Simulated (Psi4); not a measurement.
Psi4 1.11, TPSS/def2-svp: Ba(OH)(amdMe) (CC1[N](C)[Ba]([OH])<-[N]=1C), 18 atoms. The geometry is a generated start, not checked to be a minimum at this level.

* **task**: energy
* **method**: tpss
* **basis**: def2-svp
* **memory**: 3 GB
* **maxiter**: 100
* **keys of the molecule block**: symmetry c1
* **scf_type**: df (default)
* **e_convergence**: 1e-06 (default)
* **d_convergence**: 1e-06 (default)
* **dft_radial_points**: 75 (default)
* **dft_spherical_points**: 302 (default)
* **effective core potentials**: those of the basis set, past Kr
* **basis functions**: 178
* **grid points**: 380474

```xyz
18

Ba     1.7862     1.8702     0.3062
O      3.2316     1.8197    -1.0823
H      3.8632     1.6852    -1.7888
C     -1.3602    -1.0801     0.1232
C     -0.2483    -0.0555     0.1691
N      0.8472    -0.2979     0.8416
C      1.0563    -1.5381     1.5414
N     -0.3879     1.0971    -0.4329
C     -1.5827     1.4372    -1.1595
H     -1.9119    -0.9993    -0.8082
H     -2.0418    -0.9021     0.9540
H     -0.9568    -2.0842     0.2076
H      1.9902    -1.4538     2.0967
H      0.2508    -1.7497     2.2544
H      1.1514    -2.3882     0.8546
H     -1.5027     2.4799    -1.4656
H     -1.7011     0.8314    -2.0667
H     -2.4836     1.3281    -0.5449
```

With the defaults (diis = true, scf_initial_accelerator = adiis, damping_percentage = 0, diis_max_vecs = 10, level_shift = 0, level_shift_cutoff = 0.01, guess = auto, which took SAD) it converges in 11 SCF iterations. One run each on 2 threads, with these changes:
- scf_initial_accelerator = ediis
- guess = sap
- guess = sapgau
- diis_max_vecs = 20
- damping_percentage = 20
- diis_max_vecs = 3
- diis = false, scf_initial_accelerator = none, damping_percentage = 60
- guess = sadno
- level_shift = 0.5, level_shift_cutoff = 0.001

### Question
Name the settings that don't reach the solution of the defaults.

### Answer
No convergence: diis = false, scf_initial_accelerator = none, damping_percentage = 60 (the run ends without SCF convergence in 100 iterations). The rest reach the solution of the defaults.

```csv
setting,SCF iterations,end
the defaults,11,same solution
scf_initial_accelerator = ediis,11,same solution
diis_max_vecs = 20,11,same solution
"level_shift = 0.5, level_shift_cutoff = 0.001",11,same solution
guess = sadno,14,same solution
guess = sapgau,16,same solution
guess = sap,18,same solution
damping_percentage = 20,23,same solution
diis_max_vecs = 3,29,same solution
"diis = false, scf_initial_accelerator = none, damping_percentage = 60",100,no convergence
```

1 further run of the study ended by our limits or in an error and is left out.
